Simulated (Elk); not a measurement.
Worked example: self-consistent single point of Na₃Tl (I4/mmm, 4 atoms in the cell) in Elk.

Level of theory: LDA (PW92), spin-orbit coupling in second variation, all-electron FP-LAPW, Elk's shipped species files, APW+lo basis with extra local orbitals (Elk).

```yaml
crystal:
  lattice:
    - [-2.50044, 2.50044, 5.02086]
    - [2.50044, -2.50044, 5.02086]
    - [2.50044, 2.50044, -5.02086]
  atoms:
    - { symbol: Na, position: [0.75000, 0.25000, 0.50000] }
    - { symbol: Na, position: [0.25000, 0.75000, 0.50000] }
    - { symbol: Na, position: [0.50000, 0.50000, 0.00000] }
    - { symbol: Tl, position: [0.00000, 0.00000, 0.00000] }
```

Reference input (self-consistent single point, DFT, LDA (PW92), all-electron FP-LAPW, Elk's shipped species files, APW+lo basis with extra local orbitals): xctype = 3; rgkmax = 8; stype = 0; swidth = 0.00999582 Ha; ngridk = 6 6 6; tforce = true; gmaxvr = 18 1/bohr; lmaxapw = 10; lmaxo = 8; nxlo = 2; lorbcnd = true; lradstp = 2. This run's input differs from it in these lines:

```diff
@@ -5,2 +5,5 @@
   3
+
+spinorb
+  .true.
 
@@ -36,2 +39,5 @@
 
+nempty
+  10
+
 stype
```

The program printed (abridged):

```
│ Self-consistent loop started │
│ Loop number : 1 │
 total energy                :     -20757.0343836
 total moment                :  -0.7881522153E-21  0.6723890711E-23 -0.1717560854E-23
│ Loop number : 2 │
 total energy                :     -20757.2443854
 total moment                :  -0.4511368857E-20  0.3376784232E-23 -0.1541196614E-25
RMS change in Kohn-Sham potential (target) :   0.2971343595E-01 (  0.1000000000E-05)
Absolute change in total energy (target)   :   0.2100018831     (  0.1000000000E-03)
│ Loop number : 3 │
 total energy                :     -20758.8998665
   [... lines left out ...]
 total energy                :     -20762.7277069
 total moment                :  -0.3366272484E-20  0.3485912195E-23 -0.2511899437E-23
RMS change in Kohn-Sham potential (target) :   0.1112069011E-06 (  0.1000000000E-05)
Absolute change in total energy (target)   :   0.3150955454E-03 (  0.1000000000E-03)
│ Loop number : 13 │
 total energy                :     -20762.7277236
 total moment                :   0.6109804417E-20  0.8738946577E-23 -0.1990421182E-23
RMS change in Kohn-Sham potential (target) :   0.2447814431E-07 (  0.1000000000E-05)
Absolute change in total energy (target)   :   0.9542387488E-04 (  0.1000000000E-03)
Convergence targets achieved

│ Loop number : 14 │

Energies :
 Fermi                       :     0.617641095508E-01
 xc effective B-field        :    -0.500072702512E-11
 external B-field            :      0.00000000000
 total energy                :     -20762.7277245
 (external B-field energy excluded from total)

Density of states at Fermi energy :    57.82774698
 (states/Hartree/unit cell)

Estimated indirect band gap :   0.2419589185E-02
 from k-point     13 to k-point      3
Estimated direct band gap   :   0.1521910486E-01
 at k-point     23

Charges :
 core                        :    68.00000000
 valence                     :    46.00000000
 interstitial                :    4.258926874
 muffin-tins (core leakage)
  species :    1 (Na)
   atom    1                 :    10.05000339     (   0.000000000    )
   [... lines left out ...]
 total moment                :  -0.2430804618E-20  0.4996567810E-24  0.1283426530E-23
   [... lines left out ...]
   total force               :    -0.00000000   -0.00000000    0.00000000
   total magnitude           :     0.00000000
 species :    2 (Tl)
  atom :    1
   Hellmann-Feynman          :     0.00000000    0.00000000   -0.00000000
   IBS                       :    -0.00000000   -0.00000000    0.00000000
   total force               :    -0.00000000   -0.00000000    0.00000000
   total magnitude           :     0.00000000
```

The run converged in 14 iterations. The count includes the last loop, which Elk runs after its targets are met. 

The starting cell comes from a database of computed structures (which also holds hypothetical and non-ambient phases and stackings), without a prior relaxation at this level. Its lattice was rescaled by a random factor within 2.5 % of one. Values depend on the basis (sphere radii, cutoffs, local orbitals), which need not be converged. The log's line on a gap gives a spacing of levels on this mesh, which the program prints for metals too.

These are the values that this program gave, and no reference: the basis lacks p1/2 orbitals, which heavy p elements need under spin-orbit coupling.

Cost on one core of a shared machine: roughly 7 min.
